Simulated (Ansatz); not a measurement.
**ZnS (P3m1, No. 156, 40 atoms in the cell; start mp-557418; a measured phase of this formula has another space group)**

These are r²SCAN+rVV10 (plane waves, PAW; Ansatz, a first-principles code) values and carry that method's errors.

Numerical settings: plane-wave cutoff 560 eV, 12×12×1 k mesh (along the axes of the cell as run), Fermi–Dirac smearing 0.01 eV, scalar-relativistic PAW data made under PBE.

Cell (relaxed at this level):

ZnS is taken in the trigonal space group P3m1 (No. 156), Pearson symbol hP40. Conventional cell: a = b = 3.7941 Å, c = 62.0638 Å, α = β = 90.00°, γ = 120.00°. Zn1 on 1a is coordinated by 4 S at 2.324 Å (tetrahedral). Zn2 on 1b is surrounded by 4 S at 2.324 Å (tetrahedral). Zn3 on 1b is surrounded by 4 S at 2.324 Å (tetrahedral). Zn4 on 1c is coordinated by 4 S at 2.326–2.329 Å (tetrahedral). Zn5 on 1c sees 4 S at 2.324 Å (tetrahedral). Zn6 on 1a has 4 S at 2.324 Å (tetrahedral). Zn7 on 1b sees 4 S at 2.324 Å (tetrahedral). Zn8 on 1c is coordinated by 4 S at 2.326–2.329 Å (tetrahedral). 32 further independent sites are not listed. (Neighbours: up to the widest gap in distance over summed covalent radii, below 1.35, at either atom; cation-cation and far metal-metal contacts left out.)

```json
{
  "band_gap": "2.73 eV (on the SCF k mesh)"
}
```

Note: the relaxation could not lower the start's symmetry, so the cell can be a saddle point above a distorted one.

Static lattice: no zero-point or thermal effects.

It cost about 50 core-minutes (a rough figure) of CPU time.

A start named mp-… is a Materials Project structure, which need not be a measured phase.
